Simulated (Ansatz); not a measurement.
Crystal: KAuF4 (I4/mcm, not sure to be the ambient phase, 12 atoms a cell, 17.0 Å³ an atom); planes in its conventional cell.

Method: PBEsol (plane waves, PAW; Ansatz, a first-principles code).

The gap is the functional's own, uncorrected, and κ follows it; spin-orbit coupling is left out. Mid-gap values are interpolated between the computed energies.

```tsv
plane	area of the cell (Å²)	mid-gap κ (1/Å)	largest κ in the gap (1/Å)
(110)	48.1	0.62	0.68
(100)	68.0	…	…
```

Problem. The slowest decay depends on the direction. Supply the withheld values.

Solution. 
- (100), mid-gap κ (1/Å): 0.66
- (100), largest κ in the gap (1/Å): 0.67
